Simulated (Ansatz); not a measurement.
A self-consistent single point of W (Im-3m, 1 atom in the cell) with Ansatz (a program for electronic structure).

Level of theory: PBE with spin-orbit coupling (plane waves, PAW; Ansatz).

```yaml
crystal:
  lattice:
    - [-1.57771, 1.57771, 1.57771]
    - [1.57771, -1.57771, 1.57771]
    - [1.57771, 1.57771, -1.57771]
  atoms:
    - { symbol: W, position: [0.00000, 0.00000, 0.00000] }
```

Reference input (self-consistent single point, DFT, PBE, plane waves, default PAW files): basis.ecutwfc = 420 eV; kpoints.mp_grid.grid = 19 19 19; hamiltonian.xc = pbe; hamiltonian.pseudopotentials = {kind: paw} (the program's default PAW files); scf.occupations.method = gaussian; scf.occupations.width = 0.272 eV. This run's input differs from it in these lines:

Ansatz 0.2 input:
```diff
@@ -15,2 +15,5 @@
   pseudopotentials: { kind: paw }
+magnetization:
+  noncollinear: true
+  spin_orbit: true
 scf:
```

The program printed (abridged):

```
SCF iter   1: F=—  HF=-10409.649824 eV  |F-HF|=—  |Δ(HF+E_count)|=         —  Δρ=6.23e-2  dr2=4.86e-1  dr2_m=0.00e0 (ungated)  ethr=3.10e-3  |M|=0.00e0 ∫|m|=0.00e0 μB  |m|>n=0.0e0 m-floor=0.0e0 τ_xc=0.0e0  β_m=0.30  ⟨swp⟩=5.8  Hψ=12255  notcnv=0
all-band conjugate gradients solve this SCF's bands
preconditioner: auto → none
   [... lines left out ...]
SCF iter   5: F=—  HF=-10409.485541 eV  |F-HF|=—  |Δ(HF+E_count)|=   4.18e-5  Δρ=7.39e-5  dr2=1.49e-7  dr2_m=0.00e0 (ungated)  ethr=6.80e-7  |M|=0.00e0 ∫|m|=0.00e0 μB  |m|>n=0.0e0 m-floor=0.0e0 τ_xc=0.0e0  β_m=0.84  ⟨swp⟩=2.0  Hψ=3538  notcnv=0  defer=442
SCF iter   6: F=-10409.485541 eV  HF=-10409.485541 eV  |F-HF|=6.09e-10  |Δ(HF+E_count)|=   8.73e-8  Δρ=3.56e-6  dr2=1.43e-9  dr2_m=0.00e0 (ungated)  ethr=7.14e-10  |M|=0.00e0 ∫|m|=0.00e0 μB  |m|>n=0.0e0 m-floor=0.0e0 τ_xc=0.0e0  ⟨swp⟩=8.9  Hψ=11907  notcnv=0
SCF 1 converged in 6 iterations: F = -10409.485541 eV  dr2 = 1.43e-9
Magnetization: |M| = 0.0000 μB,  M = (+0.0000, +0.0000, +0.0000) μB
Absolute magnetization: 0.0000 μB (∫|m|)
  site 0: m = (+0.0000, +0.0000, +0.0000) μB, |m| = 0.0000 μB  (R = 1.13 Å)
Free energy (F): -10409.485541 eV
Internal energy: -10409.472004 eV  (E = F + TS)
E sigma→0 (E₀):  -10409.478772 eV
Entropy (-TS):   -0.013537 eV (-13.537 meV/atom)
Fermi energy:    22.848793 eV
--- Forces (eV/Å), atoms counted from 1 ---
  atom   1  W      0.00000000     0.00000000    -0.00000000
--- Stress (GPa, compression-positive) ---
        8.854665      -0.000000      -0.000000
       -0.000000       8.854665       0.000000
        0.000000      -0.000000       8.854665
  P = ⅓ Tr σ = 8.8547 GPa (88.547 kbar)
  The stress holds the Pulay correction. Without it, at fixed plane waves, as pw.x and ABINIT print it: P = 8.7771 GPa
```

The run converged in 6 iterations. Against the reference run the pressure goes from 8.52 to 8.85 GPa.

The starting cell comes from a database of computed structures (which also holds hypothetical and non-ambient phases and stackings), without a prior relaxation at this level. Its lattice was rescaled by a random factor within 2.5 % of one. With a pressure of about 9 GPa the cell is away from its equilibrium volume at this level. Ansatz's pressure includes its estimate of the finite-basis (Pulay) stress.
